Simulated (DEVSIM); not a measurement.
Device: abrupt InP p-n junction, at 300 K.

Layer 1 from the left is InP, thickness (μm) 0.0870, Na (cm⁻³) 1.7e15, τn (s) 3.6e-8, τp (s) 3.6e-8. Layer 2 from the left is InP, thickness (μm) 39.0, Nd (cm⁻³) 1.1e17, τn (s) 3.6e-8, τp (s) 3.6e-8.

Left contact: ohmic. Right contact: ohmic. Voltage is applied to the left contact. Recombination: SRH at mid-gap, radiative. Mobility is μmin + (μ − μmin)/(1 + (N/Nref)^α).

Constants are typed, rounded textbook-type inputs, not results; the design itself was drawn at random and stands for no fabricated device. Values at 300 K.

InP: gap (eV) 1.344, affinity (eV) 4.38, permittivity 12.5, Nc (cm⁻³) 5.7e17, Nv (cm⁻³) 1.1e19, μn (cm²/Vs) 5200, μp (cm²/Vs) 170, μn,min 400, μp,min 10, Nref,n 3e17, Nref,p 4.9e17, αn 0.47, αp 0.62, B (cm³/s) 1.2e-10.

Model (solved in DEVSIM): 1D drift-diffusion, Boltzmann statistics, complete ionisation; no tunnelling, impact ionisation, image-force lowering or self-heating.

**Question.** What does the simulation give for the largest field in the device at zero bias, the potential step across the device at zero bias, the dark forward voltage at 100 A/cm²?

**Answer.** largest field in the device at zero bias 92000 V/cm; potential step across the device at zero bias 1.075 V; dark forward voltage at 100 A/cm² 0.827 V.
